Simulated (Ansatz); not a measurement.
IrB (P-6m2, No. 187, 2 atoms in the cell; start mp-1183252) was calculated with LDA (PAW; Ansatz, an electronic-structure program).

Settings: plane-wave cutoff 520 eV, 24×24×20 k mesh (along the axes of the cell as run), Fermi–Dirac smearing 0.05 eV, no spin polarisation, scalar-relativistic PAW data made under PBE.

Cell (relaxed at this level):

Space group P-6m2 (No. 187); a = 3.002 Å, b = 3.002 Å, c = 2.681 Å, α = 90.00°, β = 90.00°, γ = 120.00°

| atom | site | symmetry | x | y | z |
|---|---|---|---|---|---|
| B | 1b | -6m2 | 0.0000 | 0.0000 | 0.5000 |
| Ir | 1e | -6m2 | 0.6667 | 0.3333 | 0.0000 |

Problem. Estimate the bulk modulus B0 that the calculation returns.

Solution. 
- bulk modulus B0: 336 GPa

Note: the run has no spin polarisation, so it can have missed a magnetic state; the bulk modulus is −V dP/dV from two relaxed cells at ±2 % in volume; the relaxation could not lower the start's symmetry, so the cell can be a saddle point above a distorted one.

Spin–orbit coupling is not included; it can open a gap where bands touch, and shift volumes and moduli.

Computing time: very roughly 60 core-seconds.

A start named mp-… is a Materials Project structure, which need not be a measured phase.
